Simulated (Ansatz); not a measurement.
# Response to strain in CdS

Take CdS in the zinc blende structure (space group F-43m, No. 216; a = 5.9266 Å) as the base.

Strains are applied to the cell and any free atomic positions relax.

All numbers come from Ansatz (a first-principles code) PBE, no SOC.

```tsv
isotropic strain (%)	band gap (eV)
-0.73	1.09
0	1.04
1.96	?
4.69	0.73
```

Q: Fit E_g = E₀ + Dε (ε in %) to the rows shown and predict the withheld row.

A: Least squares on the printed values gives E₀ = 1.04 eV, D = -66.3 meV per % of strain (largest residual 0.00 eV); this predicts 0.91 eV, and the run gives 0.91 eV, in agreement.

Whether these cells are dynamically stable was not tested.
